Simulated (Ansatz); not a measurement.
The parent structure is Ru in the diamond structure (space group Fd-3m, No. 227; a hypothetical phase, not in the database extracts checked; relaxed with 0.1 eV smearing).

```xyz
2
Lattice="0.0000 2.6959 2.6959 2.6959 0.0000 2.6959 2.6959 2.6959 0.0000" Properties=species:S:1:pos:R:3 pbc="T T T"
Ru     4.0439     4.0439     4.0439
Ru     2.6959     2.6959     2.6959
```

Cartesian axes are those of the cell as printed.

Method: PBEsol (Ansatz, an electronic-structure program), no spin-orbit coupling.

Strains are applied to the cell and any free atomic positions relax; under biaxial strain the out-of-plane vector relaxes too.

One change was made to it. Results:

| quantity | base | after |
|---|---|---|
| pressure (mean of the normal stresses, compression positive) | 0.0 GPa | 0.1 GPa |
| energy relative to the base (free energy F) | 0 meV/atom | 0.0 meV/atom |
| band gap | zero | zero |

Q: Name the change that was made.
(A) biaxial strain −0.25 %, plane normal [001], relaxed out of plane
(B) isotropic strain −1.15 %
(C) strain tensor (xx, yy, zz, yz, xz, xy) = (−0.14, −0.13, +1.33, +2.48, −1.30, −0.24) %

A: A, biaxial strain −0.25 %, plane normal [001], relaxed out of plane. For comparison, the pressure in the other runs: isotropic strain −1.15 % gives 6.8 GPa; strain tensor (xx, yy, zz, yz, xz, xy) = (−0.14, −0.13, +1.33, +2.48, −1.30, −0.24) % gives -2.1 GPa.

Stability against distortions was not tested. The final runs are not spin-polarised.
